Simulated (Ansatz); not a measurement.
We consider A15 V3Si (cubic form, which distorts at low temperature), described by rVV10 (Ansatz, an electronic-structure program, PAW).

Settings: plane-wave cutoff 520 eV, 12×12×12 k mesh, Fermi–Dirac smearing 0.05 eV, no spin polarisation, scalar-relativistic PAW data made under PBE.

Results at a series of volumes:

```tsv
V (Å³/atom)	E − E_lowest (meV/atom)
12.300	31.56
12.562	13.55
12.823	3.28
13.085	0.00
13.347	3.04
13.609	11.79
13.870	25.70
```

Estimate the bulk modulus and its pressure derivative from these points.

V0 = 13.086 Å³/atom, B0 = 193 GPa, B′ = 4.1 (fit to the energies at full precision).

Measured, for comparison: bulk modulus 171 GPa (300 K, no zero-point or thermal correction, our sources range from 171 to 176; as tabulated in Lu and Klein (1997), arXiv:cond-mat/9704251); equilibrium volume per atom 13.18 Å³/atom (temperature not stated, no zero-point or thermal correction; as tabulated in Zeng et al. (2023), arXiv:2309.11055). Computed (rounded) less measured: bulk modulus +13 % (+10 % to +13 % over the range), equilibrium volume per atom -0.7 %. A static lattice is as a rule a little smaller and stiffer than an uncorrected measurement, which narrows the difference in the equilibrium volume per atom and would widen misses of the other sign.

Note: symmetry holds this phase in the static calculation, where it need not be a minimum.

Computed values are for the static lattice.
